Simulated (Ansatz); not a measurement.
**zinc-blende BN: the defect Si on the N site (Si_N)**

These are PBE, PAW (plane waves to 420 eV; Ansatz, a program for electronic structure) values and carry that method's errors. A 2×2×2 supercell of 64 sites was used; the energies come from a 2×2×2 shifted sampling of its zone. Site at the start: the N site. Finite-size correction: monopole term and site-potential alignment. Dielectric constants: PBE linear response of the host. Host gap at this level: 4.46 eV. These values are not converged in cell size to better than tenths of an eV. PBE underestimates the host's gap, which shifts levels and can delocalise carriers. Spin–orbit coupling is left out. Each state is the lowest found from its start.

Formation energies E_f are given with the Fermi level at the valence-band maximum. Chemical conditions: N-rich (Δμ(N) = 0.00 eV, Δμ(Si) = -2.47 eV, bounded by beta Si3N4; only phases computed here count, gases as isolated molecules at 0 K). Reference phases: N: N2 molecule in a box, Si: silicon.

```csv
charge,moment (μB),largest move off a lattice site (Å),image correction with alignment (eV),"E_f, N-rich (eV)",above the lowest spin state (eV)
+1†,2.0,0.28,0.51,–,0.00
+1,not spin-polarised,0.31,0.50,12.95,0.17
0,1.0,0.26,0.00,14.02,0.00
−1,not spin-polarised,0.22,0.14,16.15,0.00
```

† Not settled in this cell, so no level is given: charge +1: a level filled in part.

Transition levels above the valence-band maximum: ε(0/−1) = 2.13 eV. With a charge missing or unsettled, these needn't be thermodynamic levels.
